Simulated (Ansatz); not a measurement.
The parent structure is Sn in the diamond structure (space group Fd-3m, No. 227).

```
CELL_PARAMETERS angstrom
      0.00000     3.28324     3.28324
      3.28324     0.00000     3.28324
      3.28324     3.28324     0.00000
ATOMIC_POSITIONS crystal
  Sn 0.00000 0.00000 0.00000
  Sn 0.25000 0.25000 0.25000
```

Cartesian axes are those of the cell as printed.

Computed with r2SCAN (Ansatz, an electronic-structure program, PAW, without spin-orbit coupling).

Before the change:

| Item | Value |
|---|---|
| Band gap | zero |
| Pressure | 0.0 GPa |
| Volume per atom | 35.39 Å³ |

Modification: compressive biaxial strain of 1.50 % in the plane normal to [001], as in epitaxy on a mismatched substrate; the out-of-plane cell vector and the atoms relax.

Q: What does the calculation give for the energy relative to the base after the change?

A: The energy goes up by 3.5 meV/atom.

Q: Predict the new band gap.

A: The band gap remains zero.

Q: What happens to the pressure?

A: The pressure (mean of the normal stresses, compression positive) goes from zero to 0.7 GPa.

Q: What happens to the volume per atom?

A: The volume per atom drops by 0.57 Å³, from 35.39 Å³ to 34.82 Å³.

No phonon test of stability was made.
